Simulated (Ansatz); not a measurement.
## alpha cristobalite (1 0 0) on zinc-blende GaAs (1 1 0) (film strained to the substrate, started from cuts of the bulks and a machine-learned relaxation; slabs As24Ga24 and Si24O48, which can lie off the formulas)

A periodic stack without vacuum, alpha cristobalite (1 0 0) on zinc-blende GaAs (1 1 0) (film strained to the substrate, started from cuts of the bulks and a machine-learned relaxation; slabs As24Ga24 and Si24O48, which can lie off the formulas): substrate slab As24Ga24, film Si24O48, surface cells [[-1, 2], [-1, -1]] and [[2, 0], [0, 1]], film strained by -2.1 and -0.9 %, outermost planes AsGa/AsGa and O/O as cut, which need not be the usual terminations and can put a slab off its formula.

The start was prepared with a machine-learned potential, and the result is one local minimum, with the in-plane cell held and forces under 0.04 eV/Å; the film can end far from its bulk form.

Method: PBE (plane waves to 420 eV, PAW; Ansatz, a quantum-chemistry and plane-wave program). No spin–orbit coupling; PBE gaps are too small against experiment. Its k-point mesh 3×3×1, Fermi–Dirac width 0.05 eV.

| Item | Result |
|---|---|
| interface area | 70.0 Å² |
| period | 31.51 Å |
| heights between the nearest atoms of the two slabs at the two interfaces | 0.64 and 0.90 Å |
| As–Si contacts across the interfaces within 1.22 times the sum of covalent radii | 3, mean 2.40 Å |
| As–O contacts across the interfaces within 1.22 times the sum of covalent radii | 2, mean 1.83 Å |
| Ga–O contacts across the interfaces within 1.22 times the sum of covalent radii | 2, mean 1.89 Å |
| Ga–Si contacts across the interfaces within 1.22 times the sum of covalent radii | 1, mean 2.41 Å |
| spin-polarised check at this geometry | falls back to no moment |

```
CELL_PARAMETERS angstrom
      9.95103     0.00073    -0.12286
      0.00066     7.03631     0.09571
      0.42943     2.19856    31.54167
ATOMIC_POSITIONS crystal
  As 0.68581 0.20991 0.01877
  As 0.96935 0.87025 0.02410
  As 0.30785 0.49747 0.02219
  As 0.32876 0.01309 0.08239
  As 0.64617 0.65276 0.09255
  As 0.97804 0.33242 0.09303
  As 0.31910 0.47640 0.15155
  As 0.65152 0.13871 0.15409
  As 0.98689 0.81467 0.15011
  As 0.98436 0.28470 0.21812
  As 0.31854 0.95192 0.21632
  As 0.65399 0.61799 0.21879
  As 0.98554 0.76084 0.28004
  As 0.31920 0.42692 0.28101
  As 0.65233 0.09537 0.28240
  As 0.65256 0.57360 0.34759
  As 0.98347 0.23435 0.34605
  As 0.32073 0.90044 0.34749
  As 0.66463 0.06551 0.41519
  As 0.98191 0.70485 0.40637
  As 0.31802 0.37407 0.41025
  As 0.31283 0.83784 0.47978
  As 0.66343 0.53435 0.47348
  As 0.95876 0.18211 0.47469
  Ga 0.39800 0.67038 0.08606
  Ga 0.72618 0.31904 0.08789
  Ga 0.07962 0.01502 0.08621
  Ga 0.44229 0.17978 0.01614
  Ga 0.71690 0.85950 0.03124
  Ga 0.06952 0.55357 0.03822
  Ga 0.06893 0.95303 0.21553
  Ga 0.40402 0.61900 0.21632
  Ga 0.73418 0.28457 0.21791
  Ga 0.07154 0.48077 0.15542
  Ga 0.40267 0.14084 0.15093
  Ga 0.73403 0.80686 0.15413
  Ga 0.73174 0.23842 0.34725
  Ga 0.07091 0.90419 0.34376
  Ga 0.40346 0.56729 0.34564
  Ga 0.73479 0.76213 0.28310
  Ga 0.06931 0.42708 0.28219
  Ga 0.40317 0.09319 0.28171
  Ga 0.41576 0.51686 0.47143
  Ga 0.68342 0.14812 0.49830
  Ga 0.08170 0.89235 0.45879
  Ga 0.41800 0.05350 0.40997
  Ga 0.73348 0.73389 0.41043
  Ga 0.06723 0.36785 0.41146
  Si 0.95863 0.13069 0.63471
  Si 0.45808 0.11253 0.63804
  Si 0.25904 0.73232 0.55141
  Si 0.72316 0.58093 0.54500
  Si 0.20854 0.87533 0.63430
  Si 0.70915 0.88379 0.61350
  Si 0.02478 0.40684 0.55474
  Si 0.45275 0.41586 0.56497
  O  0.02709 0.29625 0.60227
  O  0.39804 0.27927 0.60504
  O  0.06394 0.95890 0.64655
  O  0.56276 0.98497 0.61298
  O  0.22011 0.89780 0.58227
  O  0.72360 0.77667 0.56966
  O  0.33022 0.98692 0.65600
  O  0.82586 0.04649 0.61281
  O  0.87617 0.50010 0.54707
  O  0.39638 0.63271 0.57043
  O  0.06045 0.26224 0.51862
  O  0.40038 0.34681 0.52052
  O  0.13374 0.58179 0.55103
  O  0.61810 0.42940 0.56985
  O  0.21791 0.65201 0.65218
  O  0.71892 0.73597 0.65573
  Si 0.94312 0.09842 0.79468
  Si 0.45258 0.03412 0.79245
  Si 0.23890 0.55785 0.70071
  Si 0.75608 0.63921 0.70272
  Si 0.17943 0.82287 0.77593
  Si 0.71468 0.82541 0.78758
  Si 0.97775 0.35582 0.71270
  Si 0.51779 0.34082 0.71556
  O  0.94320 0.28940 0.76198
  O  0.50013 0.21430 0.76038
  O  0.03916 0.94075 0.77486
  O  0.55245 0.85198 0.79034
  O  0.19932 0.71867 0.73259
  O  0.74983 0.79031 0.73860
  O  0.30160 0.97159 0.78074
  O  0.78960 0.02066 0.79854
  O  0.91032 0.56370 0.70104
  O  0.39296 0.48835 0.70765
  O  0.91752 0.21144 0.67974
  O  0.53225 0.19869 0.67779
  O  0.14062 0.37267 0.70765
  O  0.65552 0.46298 0.71642
  O  0.16913 0.66170 0.81557
  O  0.76610 0.65619 0.82191
  Si 0.97618 0.93412 0.94779
  Si 0.43732 0.08790 0.94432
  Si 0.24702 0.54935 0.85490
  Si 0.73960 0.52320 0.86589
  Si 0.24845 0.76844 0.93402
  Si 0.67953 0.79044 0.93900
  Si 0.00526 0.27823 0.88143
  Si 0.48250 0.29737 0.86103
  O  0.01394 0.14689 0.92690
  O  0.44671 0.28135 0.91161
  O  0.08296 0.76756 0.93632
  O  0.56202 0.95185 0.93057
  O  0.29404 0.69350 0.88935
  O  0.66942 0.63721 0.90291
  O  0.29293 0.98943 0.93418
  O  0.82797 0.89173 0.93017
  O  0.88179 0.42911 0.88244
  O  0.38289 0.45610 0.83692
  O  0.99273 0.14509 0.84178
  O  0.45527 0.09604 0.84080
  O  0.14706 0.39072 0.87775
  O  0.63918 0.35371 0.85398
  O  0.32572 0.64834 0.97308
  O  0.67129 0.70282 0.98768
```
